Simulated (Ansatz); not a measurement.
Spacing of the highest filled and lowest empty level at the zone centre in eight small model glasses of hand-chosen composition and density, fast-quenched (anions pushed apart in CHGNet runs), each at its PBE geometry, by PBE and by HSE06 (Ansatz, a quantum-chemistry and plane-wave program, plane waves, PAW). The cells are the first eight to finish that balance their formal charges, show no moments and no lower geometry on charging where those were tested, and have a gap at both levels; defect levels can set the spacings, and exact exchange is cut at the cells' faces.

```tsv
cell	quench by	pressure (GPa)	levels at the gap	PBE (eV)	experiment, tabulated (eV)
Zr20O43Lu2	CHGNet	0.5	localised at the filled edge	3.40	-
Hf18O39Ga2	CHGNet	0.3	localised at the filled edge	4.07	-
In24O39W	CHGNet	0.0	localised at the filled edge	0.61	-
In9Ga9Zn9O37Na2	CHGNet	1.8	localised at the filled edge	0.80	-
Ti20O43Sb2	CHGNet	1.5	spread	2.06	-
Zr20O41Be	CHGNet	2.3	localised at the filled edge	3.54	-
Hf18O37Ag2	CHGNet	1.5	localised at the filled edge	2.99	-
Ga24O39In2	CHGNet	0.1	localised at the filled edge	1.31	-
```

### Question
What does HSE06 give, and how does it move these values against PBE?

### Answer
Zr20O43Lu2 4.92, Hf18O39Ga2 5.65, In24O39W 1.99, In9Ga9Zn9O37Na2 2.38, Ti20O43Sb2 3.14, Zr20O41Be 5.10, Hf18O37Ag2 4.57, Ga24O39In2 2.95 eV. It raises them by +1.07 to +1.64 eV, +1.49 eV on average. A straight line through the eight gives HSE06 = 1.03 × PBE +1.42 eV, with a scatter of 0.17 eV.
